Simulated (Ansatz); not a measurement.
In2O3 (Pbcn, No. 60, 20 atoms in the cell; start mp-1105681; a measured phase of this formula has another space group) was calculated with r²SCAN+SOC (plane waves, PAW; Ansatz, a program for electronic structure).

Run with plane-wave cutoff 560 eV, 4×6×6 k mesh (along the axes of the cell as run), Fermi–Dirac smearing 0.01 eV, PAW data made under PBE.

Cell (relaxed with PBEsol):

```xyz
20
Lattice="7.9716 0.0000 0.0000 0.0000 5.5209 0.0000 0.0000 0.0000 5.6086" Properties=species:S:1:pos:R:3 pbc="T T T"
In     0.9160     1.3674     2.9637
In     7.0556     4.1535     2.6449
In     3.0698     1.3930     0.1594
In     4.9018     4.1279     5.4492
In     4.9018     1.3930     2.6449
In     3.0698     4.1279     2.9637
In     7.0556     1.3674     5.4492
In     0.9160     4.1535     0.1594
O      6.7729     2.1527     3.3900
O      1.1987     3.3682     2.2186
O      5.1845     0.6078     0.5857
O      2.7871     4.9131     5.0229
O      2.7871     0.6078     2.2186
O      5.1845     4.9131     3.3900
O      1.1987     2.1527     5.0229
O      6.7729     3.3682     0.5857
O      0.0000     5.2892     4.2064
O      0.0000     0.2317     1.4021
O      3.9858     2.9922     1.4021
O      3.9858     2.5287     4.2064
```

Question: Predict the band gap.

Answer: 
- band gap = 1.58 eV (direct)

Note: cell and atoms aren't relaxed at this level (largest force component 0.04 eV/Å).

Computed values are for the static lattice.

Computing time: roughly 50 core-minutes.

A start named mp-… is a Materials Project structure, which need not be a measured phase.
